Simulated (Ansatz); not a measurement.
Consider BeS (space group P4/nmm, No. 129; a = 3.452 Å, c = 5.621 Å; a hypothetical phase, not in the database extracts checked; layered, stacked along the Cartesian z axis).

Computed with PBEsol in Ansatz (plane waves to 420 eV, PAW, without spin-orbit coupling).

Base values:

```
Item                           Result
----------------------------  -------
Gap between the host's bands  3.39 eV
```

It is then changed as follows: 0.469 electrons added to each cell, a density of 7.0×10^21 cm⁻³, with a uniform compensating background at fixed cell and a 300 K Fermi–Dirac width.

Question: How does this affect the Fermi level from band edge and gap between the host's bands?

Answer: The Fermi level relative to the doped band's edge (positive inside the band; to 0.05 eV) comes out as +1.05 eV; the gap between the host's bands drops by 0.09 eV, from 3.39 eV to 3.30 eV.

Charged cell with a jellium background: band edges are those of the host's band count, energies are not comparable with the neutral cell, and many-body gap narrowing is missing. Stability against distortions was not tested. The base started in Pnma and relaxed to P4/nmm at this level. No dispersion term is included in the PBEsol runs.

Ansatz is a program for electronic structure.
